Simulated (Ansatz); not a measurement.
An Ansatz (an electronic-structure program) run: AlAs; Ansatz PBEsol, no spin-orbit coupling.

Input:

Ansatz 0.2 input:
```yaml
crystal:
  lattice:
    - [0, 2.8373305628, 2.8373305628]
    - [2.8373305628, 0, 2.8373305628]
    - [2.8373305628, 2.8373305628, 0]
  atoms:
    - { symbol: As, position: [0.75, 0.75, 0.75] }
    - { symbol: Al, position: [0, 0, 0] }
basis: { ecutwfc: 420, ecutrho_ratio: 4, xc_grid: 2, fft_grid_basis: typed }
kpoints: { mp_grid: { grid: [10, 10, 10] } }
hamiltonian:
  xc: pbesol
  dispersion: none
  pseudopotentials: { kind: paw }
scf: { occupations: { method: fermi_dirac, width: 0.05 }, convergence: { dr2_threshold: 0.0000000002 } }
output: { forces: true, stress: true }
```

Output (explanatory and most iteration lines left out):

```
Pseudopotential: As, paw, valence charge 15
Pseudopotential: Al, paw, valence charge 3
Crystal: 2 atoms, lattice volume = 45.684 Å³
Basis set: ecut = 420 eV, 893 PW (Γ), exchange–correlation on 54×54×54 points (8 copies of the dense FFT grid, shifted against one another)
Bands: 13, of which v1, the nominal top of the filled ones, is band 9 counted from 1 (8 counted from 0)
Symmetry: 24 space group operations
Space group: F-43m (ITA 216), of the structure as read, at distance tolerance 3.6e-5 Å
k-points: 47 of 1000 (time reversal used)
Functional: x = pbesol(κ = 0.804, μ = 0.12345679012345678), c = pbesol(β = 0.046)
SCF iter   1: F=—  HF=-5338.445512 eV  |F-HF|=—  |Δ(HF+E_count)|=         —  Δρ=2.78e-3  dr2=6.25e-3  ethr=1.77e-3  ⟨swp⟩=5.5  Hψ=3691  notcnv=0
SCF iter   2: F=—  HF=-5338.443631 eV  |F-HF|=—  |Δ(HF+E_count)|=   1.88e-3  Δρ=1.12e-3  dr2=5.86e-4  ethr=3.47e-5  ⟨swp⟩=2.7  Hψ=1340  notcnv=0
SCF 1 converged in 8 iterations: F = -5338.443607 eV  dr2 = 1.56e-11
SCF converged after 8 iterations
Free energy (F): -5338.443607 eV
Internal energy: -5338.443607 eV  (E = F + TS)
E sigma→0 (E₀):  -5338.443607 eV
Entropy (-TS):   -0.000000 eV (-0.000 meV/atom)
Fermi energy:    6.883687 eV
--- Forces (eV/Å), atoms counted from 1 ---
  atom   1  As     0.00000000    -0.00000000    -0.00000000
  atom   2  Al    -0.00000000     0.00000000     0.00000000
--- Stress (GPa, compression-positive) ---
        0.001531       0.000000      -0.000000
       -0.000000       0.001531       0.000000
        0.000000       0.000000       0.001531
  P = ⅓ Tr σ = 0.0015 GPa (0.015 kbar)
```

No phonon test of stability was made. The cell is AlAs in the zinc blende structure (space group F-43m, No. 216).
